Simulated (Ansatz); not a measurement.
# YP in the zinc blende structure (space group F-43m, No. 216; a hypothetical phase, not in the database extracts checked)

```xyz
2
Lattice="0.0000 3.1449 3.1449 3.1449 0.0000 3.1449 3.1449 3.1449 0.0000" Properties=species:S:1:pos:R:3 pbc="T T T"
P      1.5725     1.5725     1.5725
Y      0.0000     0.0000     0.0000
```

Method: PBE in Ansatz (plane waves to 420 eV, PAW, without spin-orbit coupling). Settings: 9×9×9 k-points, 0.05 eV Fermi–Dirac smearing.

| Item | Result |
|---|---|
| Volume per atom | 31.10 Å³ |
| Density | 3.20 g/cm³ |
| Band gap | 1.64 eV, direct at X |
| Lowest conduction-band minima above the VBM | X along ⟨100⟩ 1.64 eV; a point along ⟨110⟩, about 0.5 Å⁻¹ from Γ 2.90 eV; Γ 2.98 eV |
| Total energy | -2303.298 eV/atom (σ→0; compares only within this code and set-up) |

No phonon test of stability was made.

Ansatz is a program for electronic structure.
